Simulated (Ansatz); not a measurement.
**BeS in the wurtzite structure (space group P6_3mc, No. 186; a hypothetical phase, not in the database extracts checked)**

```cif
data_Be2S2
_chemical_formula_sum 'Be2 S2'
_space_group_name_H-M_alt 'P 1'
_space_group_IT_number 1
_cell_length_a 3.41183
_cell_length_b 3.41183
_cell_length_c 5.62475
_cell_angle_alpha 90.000
_cell_angle_beta 90.000
_cell_angle_gamma 120.000
loop_
_space_group_symop_operation_xyz
  'x, y, z'
loop_
_atom_site_label
_atom_site_type_symbol
_atom_site_fract_x
_atom_site_fract_y
_atom_site_fract_z
_atom_site_occupancy
Be1 Be 0.66667 0.33333 0.99957 1
Be2 Be 0.33333 0.66667 0.49957 1
S1 S 0.66667 0.33333 0.62563 1
S2 S 0.33333 0.66667 0.12563 1
```

All numbers come from Kohn–Sham DFT with the PBEsol functional, run in Ansatz (a program for electronic structure) with PAW and 420 eV plane waves, no SOC. k-mesh 11×11×6 (Γ-centred); smearing 0.05 eV (Fermi–Dirac).

* **Volume per atom**: 14.18 Å³
* **Density**: 2.41 g/cm³
* **Band gap**: 3.44 eV, indirect, Γ → K
* **Electron mass**: 0.30 mₑ along c, 0.51 mₑ across
* **Total energy**: -488.716 eV/atom (σ→0; compares only within this code and set-up)

Effective masses come from finite differences of ±0.01 Å⁻¹. No phonon test of stability was made.
